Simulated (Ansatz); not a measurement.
Base system: ZnSe in the zinc blende structure (space group F-43m, No. 216).

```
ZnSe
1.0
    0.00000     2.78375     2.78375
    2.78375     0.00000     2.78375
    2.78375     2.78375     0.00000
Zn Se
1 1
Direct
  0.00000   0.00000   0.00000
  0.25000   0.25000   0.25000
```

All numbers come from Ansatz (a program for electronic structure), LDA, PAW, cutoff 420 eV, no spin-orbit coupling.

Before the change:

Electron mass: 0.090 mₑ (at Γ)
Hole mass: 0.094, 0.55, 0.55 mₑ (at Γ)
Valley order: Γ 1.25 eV; L along ⟨111⟩ 2.45 eV; X along ⟨100⟩ 2.69 eV

One thing is altered: an isotropic linear strain of +3.00 %; the atoms relax in the strained cell.

### Question
Estimate the effect on the electron mass.

### Answer
The electron mass goes from 0.090 mₑ (at Γ) to 0.071 mₑ (at Γ).

### Question
How does this affect the mean gap deformation potential ΔEg/Δln V?

### Answer
The mean gap deformation potential ΔEg/Δln V comes out as -4.0 eV.

### Question
What happens to the hole mass?

### Answer
The hole mass (degenerate bands, along [100]) changes from 0.094, 0.55, 0.55 mₑ (at Γ) to 0.074, 0.62, 0.62 mₑ (at Γ).

### Question
What happens to the energy relative to the base?

### Answer
The energy rises by 35 meV/atom.

### Question
What does the calculation give for the valley order after the change?

### Answer
The valley order (the lowest conduction-band minima on the path, energy above the VBM, named in the base's zone) goes from Γ 1.25 eV; L along ⟨111⟩ 2.45 eV; X along ⟨100⟩ 2.69 eV to Γ 0.89 eV; L along ⟨111⟩ 2.29 eV; X along ⟨100⟩ 2.89 eV.

Masses are band curvatures over ±0.01 Å⁻¹ around the edge. No phonon test of stability was made.
